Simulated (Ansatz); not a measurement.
Here is the system:

```
BeTe
1.0
    4.08486     0.00000     0.00000
    2.04243     3.53759     0.00000
    2.04243    -1.17920     3.24055
Te Be
1 1
Direct
  0.50197   0.74902   0.24705
  0.99803   0.00098   0.00295
```

No spin polarisation.

Level of theory: Ansatz (an electronic-structure program), r2SCAN, PAW, cutoff 500 eV, spin-orbit coupling left out. Settings: 10×10×10 k-points, 0.05 eV Fermi–Dirac smearing.

Problem. What is the computed smallest direct gap?

Solution. 3.80 eV.

Problem. Predict the band gap.

Solution. 2.30 eV.

Problem. Estimate the valence-band top at Γ (three highest levels, from the VBM).

Solution. 0.00, -0.19, -0.19 eV.

Spin-orbit coupling, missing from the scalar runs, can matter with Te. The cells carry an imposed strain or load. No phonon test of stability was made. The cell was made from BeTe in the zinc blende structure (space group F-43m, No. 216) by this change: biaxial strain +2.12 %, plane normal [111], relaxed out of plane.
